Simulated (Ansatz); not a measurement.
Phonon-limited resistivity of ZrB$_{2}$ (P6/mmm) against temperature in μΩ·cm, PBEsol, DFPT electron-phonon coupling, linearised Boltzmann equation run with Ansatz (a first-principles code), harmonic crystal at a fixed cell. x, y and z are the axes of this cell:
```yaml
crystal:
  lattice:
    - [3.15406, 0.00000, 0.00000]
    - [-1.57703, 2.73149, 0.00000]
    - [0.00000, 0.00000, 3.50827]
  atoms:
    - { symbol: Zr, position: [0.00000, 0.00000, 0.00000] }
    - { symbol: B, position: [0.33333, 0.66667, 0.50000] }
    - { symbol: B, position: [0.66667, 0.33333, 0.50000] }
```

```tsv
T	ρ (x, y)	ρ (z)
50 K	0.020	0.022
77 K	0.150	0.172
100 K	0.38	0.45
150 K	1.13	1.38
200 K	2.1	[?]
250 K	3.2	4.1
273 K	3.8	4.8
300 K	4.4	5.6
350 K	5.7	7.2
400 K	6.9	[?]
500 K	9.3	11.8
600 K	11.7	[?]
800 K	16.3	21
```

Question: Complete the blanks.

Answer: 
- 200 K, ρ (z): 2.6
- 400 K, ρ (z): 8.7
- 600 K, ρ (z): 14.9

A metal at this level (no band gap). Only scattering by harmonic phonons is included (no impurities, grain boundaries, electron-electron scattering or thermal expansion). Spin-orbit coupling is left out. Halving the electron mesh (32x32x24) moves the resistivity by up to 5 %. Smearing 0.20 eV; phonons on a 5x5x4 q mesh, which this run doesn't test and which matters most at low temperature.
